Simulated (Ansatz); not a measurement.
The starting structures come from a database of crystals and need not be the phases stable at ambient conditions.

The decay constant κ of evanescent states in the gap governs leakage through a thin film.

```xyz
12
Lattice="5.0123 0.0000 0.0000 0.0000 5.0123 0.0000 0.0000 0.0000 5.0123" Properties=species:S:1:pos:R:3 pbc="T T T"
Mg     0.0000     2.5062     2.5062
Mg     2.5062     2.5062     0.0000
Mg     2.5062     0.0000     2.5062
Mg     0.0000     0.0000     0.0000
F      3.3085     4.2100     4.2100
F      1.7038     0.8023     0.8023
F      4.2100     0.8023     1.7038
F      0.8023     4.2100     3.3085
F      0.8023     3.3085     0.8023
F      4.2100     1.7038     4.2100
F      1.7038     1.7038     3.3085
F      3.3085     3.3085     1.7038
```

Space group of this cell: Pa-3. The cell is taken as given; by r2SCAN its mean pressure is -4.9 GPa.

Transport runs along the normal of the first two printed cell vectors, the (001) plane of the conventional cell.

No gap correction and no spin-orbit coupling; mid-gap values are interpolated between computed energies.

Predict the band gap and the smallest decay constant κ at mid-gap from Ansatz (a first-principles code) with r2SCAN.

Gap 7.67 eV on a 6×6×6 mesh; κ = 0.523 1/Å, at the zone centre.
